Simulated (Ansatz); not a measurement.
# Point defect Si vacancy + C vacancy + Cr interstitial in 4H silicon carbide

These are PBE, PAW (plane waves to 420 eV; Ansatz, a quantum-chemistry and plane-wave program) values and carry that method's errors. The supercell holds 72 host sites (3×3×1 repeats of the unit cell), with a 2×2×2 Γ-centred k-point sampling for the final energies. Site at the start: a built cluster, 1.9 Å across. Energies of charged states are corrected for periodic images (point charge plus alignment at distant sites). Dielectric constants: PBE linear response of the host. Host gap at this level: 2.22 eV. A cell of this size leaves errors of a few tenths of an eV. The semilocal functional narrows the gap, so deep levels can fall outside it. Spin–orbit coupling is left out, and no Hubbard U is applied to the open shells. Each state is the lowest found from its start.

Formation energies E_f are given with the Fermi level at the valence-band maximum. Chemical conditions: C-rich (Δμ(C) = 0.00 eV, Δμ(Si) = -0.41 eV, Δμ(Cr) = -0.100 eV, bounded by Cr23C6 (Fm-3m); only phases computed here count, gases as isolated molecules at 0 K). Reference phases: C: graphite, Cr: bcc Cr, antiferromagnetic, Si: silicon.

In at least one state atoms left their starting sites on relaxation (a large move, or an atom on the emptied site), so the name describes the start.

| charge | moment (μB) | point group | largest move off a lattice site (Å) | image correction with alignment (eV) | E_f, C-rich (eV) | above the lowest spin state (eV) |
|---|---|---|---|---|---|---|
| +2† | 2.0 | – | 0.11 | 0.63 | – | 0.00 |
| +2† | not spin-polarised | – | 0.06 | 0.62 | – | 0.43 |
| +1† | fractional | – | 0.04 | 0.14 | – | 0.00 |
| +1† | fractional | – | 0.04 | 0.14 | – | 0.00 |
| 0† | fractional | – | 0.04 | 0.02 | 4.60 | 0.00 |
| 0 | not spin-polarised | C3v | 0.10 | 0.00 | 4.63 | 0.03 |
| −1† | fractional | – | 0.08 | 0.23 | – | 0.00 |
| −1† | fractional | – | 0.08 | 0.23 | – | 0.00 |

† Not settled in this cell, so no level is given: charge +2: level within 0.1 eV of a band edge or past it; charge +1: fractional moment, a level filled in part; charge 0: fractional moment, a level filled in part; charge −1: fractional moment, a level filled in part.

Point groups are those of the whole cell at tolerances of 0.03 and 0.1 Å ("near" where only the looser one holds); none is given for unsettled states.

Starting moments that weren't kept: charge +2 began with 4 μB and ended with 2.0; charge +1 began with 1 μB and ended with 1.5; charge +1 began with 5 μB and ended with 1.5; charge 0 began with 4 μB and ended with 2.5; charge −1 began with 1 μB and ended with 2.5; charge −1 began with 3 μB and ended with 2.5.

Flagged in the runs: a host whose relaxation on this sampling wasn't shown to rest.
